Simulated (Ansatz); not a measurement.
A self-consistent single point of a (100) slab of Li2HfO3 (cut from a parent of space group no. 12; 12 atoms in the cell) with Ansatz (a program for electronic structure).

Level of theory: PBEsol, default PAW files made with PBE (plane waves; Ansatz).

The change in words: vacuum of 10 angstrom (first run: 14 Å); efield.axis: default → 3; efield.dipole_correction: default → true. Reference geometry:
```
CELL_PARAMETERS angstrom
      4.18017     0.00000     0.00000
      0.00000     3.19833     0.00000
      0.00000     0.00000    21.81662
ATOMIC_POSITIONS crystal
  Li 0.00000 0.41603 0.45890
  Li 0.50000 0.38955 0.54110
  Hf 0.00000 0.88659 0.61012
  O  0.00000 0.38634 0.54835
  O  0.50000 0.41923 0.45165
  O  0.50000 0.88659 0.61012
  Li 0.50000 0.38362 0.67914
  Li 0.00000 0.42196 0.32086
  Hf 0.50000 0.91899 0.38988
  O  0.50000 0.41875 0.32810
  O  0.00000 0.38683 0.67190
  O  0.00000 0.91899 0.38988
```

Reference input (self-consistent single point, DFT, PBEsol, plane waves, default PAW files made with PBE): basis.ecutwfc = 420 eV; kpoints.mp_grid.grid = 6 7 1; hamiltonian.xc = pbesol; hamiltonian.pseudopotentials = {kind: paw} (the program's default PAW files); scf.occupations.method = fermi_dirac; scf.occupations.width = 0.02 eV. This run's input differs from it in these lines:

Ansatz 0.2 input:
```diff
@@ -5,16 +5,16 @@
     - [0.000000, 3.198326, 0.000000]
-    - [0.000000, 0.000000, 21.816618]
+    - [0.000000, 0.000000, 17.816632]
   atoms:
-    - { symbol: Li, position_ang: [0.000000, 1.330587, 10.011602] }
-    - { symbol: Li, position_ang: [2.090086, 1.245911, 11.805016] }
-    - { symbol: Hf, position_ang: [0.000000, 2.835594, 13.310820] }
-    - { symbol: O, position_ang: [0.000000, 1.235657, 11.963099] }
-    - { symbol: O, position_ang: [2.090086, 1.340841, 9.853519] }
-    - { symbol: O, position_ang: [2.090086, 2.835594, 13.310820] }
-    - { symbol: Li, position_ang: [2.090086, 1.226948, 14.816625] }
-    - { symbol: Li, position_ang: [0.000000, 1.349550, 6.999993] }
-    - { symbol: Hf, position_ang: [2.090086, 2.939230, 8.505798] }
-    - { symbol: O, position_ang: [2.090086, 1.339296, 7.158011] }
-    - { symbol: O, position_ang: [0.000000, 1.237202, 14.658607] }
-    - { symbol: O, position_ang: [0.000000, 2.939230, 8.505798] }
+    - { symbol: Li, position_ang: [0.000000, 1.330587, 8.011605] }
+    - { symbol: Li, position_ang: [2.090086, 1.245911, 9.805027] }
+    - { symbol: Hf, position_ang: [0.000000, 2.835594, 11.310835] }
+    - { symbol: O, position_ang: [0.000000, 1.235657, 9.963114] }
+    - { symbol: O, position_ang: [2.090086, 1.340841, 7.853518] }
+    - { symbol: O, position_ang: [2.090086, 2.835594, 11.310835] }
+    - { symbol: Li, position_ang: [2.090086, 1.226948, 12.816626] }
+    - { symbol: Li, position_ang: [0.000000, 1.349550, 5.000006] }
+    - { symbol: Hf, position_ang: [2.090086, 2.939230, 6.505797] }
+    - { symbol: O, position_ang: [2.090086, 1.339296, 5.158022] }
+    - { symbol: O, position_ang: [0.000000, 1.237202, 12.658610] }
+    - { symbol: O, position_ang: [0.000000, 2.939230, 6.505797] }
 basis:
@@ -26,2 +26,5 @@
   pseudopotentials: { kind: paw }
+efield:
+  axis: 3
+  dipole_correction: true
 scf:
@@ -31,3 +34,2 @@
   eigenvalues: true
-  stress: true
```

Log, with long lists cut:

```
SCF iter   1: F=—  HF=-35390.599410 eV  |F-HF|=—  |Δ(HF+E_count)|=         —  Δρ=1.13e-2  dr2=2.71e-1  ethr=1.77e-3  p=0.000 e·Å  D=2.09e-13 V/Å  ΔV_dip=-0.00 eV  dr2_dipole=5.17e-9  V_vac-E_F(+/−)=3.31/3.31 eV  ⟨swp⟩=6.9  Hψ=3867  notcnv=0  defer=4
all-band conjugate gradients solve this SCF's bands
efield: sawtooth ramp at fractional position 0.9500 (placed from the atoms, in the widest stretch of the axis that holds none …
   [... lines left out ...]
WARN: efield: at this solve's end the planar-averaged density reaches 3.62e-5 e/Å³ inside the ramp window [0.8939, 0.1061] (bound 1e-5 e/Å³) …
SCF 1 converged in 8 iterations: F = -35390.533338 eV  dr2 = 5.30e-8
Free energy (F): -35390.533338 eV
Internal energy: -35390.533338 eV  (E = F + TS)
E sigma→0 (E₀):  -35390.533338 eV
Fermi energy:    4.035166 eV
Dipole field:    D = -0.000002 V/Å  (p = -0.000003 e·Å, saw-weighted, corrected)
Work function:   Φ+ = 3.2389 eV   Φ− = 3.2388 eV
Levels:          The Fermi level and band energies are counted from a zero that moves with the ramp; work functions are not
Vacuum region:   at the solve's end the planar-averaged density reaches 3.62e-5 e/Å³ inside the ramp window [0.8939, 0.1061] (bound 1e-5 e/Å³)
--- Forces (eV/Å), atoms counted from 1 ---
  atom   1  Li     0.00000000    -0.00542772     0.05924075
  atom   2  Li     0.00000000     0.00542767    -0.05924490
  atom   3  Hf     0.00000000     0.00475365     0.26967569
   [... lines left out ...]
  atom   6  O      0.00000000     0.00161736     0.19404535
  atom   7  Li     0.00000000     0.01437759    -0.56773568
  atom   8  Li     0.00000000    -0.01437747     0.56773393
  atom   9  Hf     0.00000000    -0.00475364    -0.26968205
  atom  10  O      0.00000000     0.01780524    -0.10141898
  atom  11  O      0.00000000    -0.01780487     0.10142212
  atom  12  O      0.00000000    -0.00161764    -0.19403904
```

The run converged in 8 iterations. Against the reference run the free energy hardly moves (within 1 meV/atom), the largest force stays at 0.568 eV/Å and the gap on the mesh goes from 4.253 to 4.202 eV.

The starting cell comes from a database of computed structures (which also holds hypothetical and non-ambient phases and stackings), without a prior relaxation at this level. The slab is cut from that crystal, and its faces are unrelaxed. Its lattice was rescaled by up to half a per cent. Spin-orbit coupling is off. Spin polarisation is off, though cut faces can carry moments; a gap of a slab can lie between surface states.
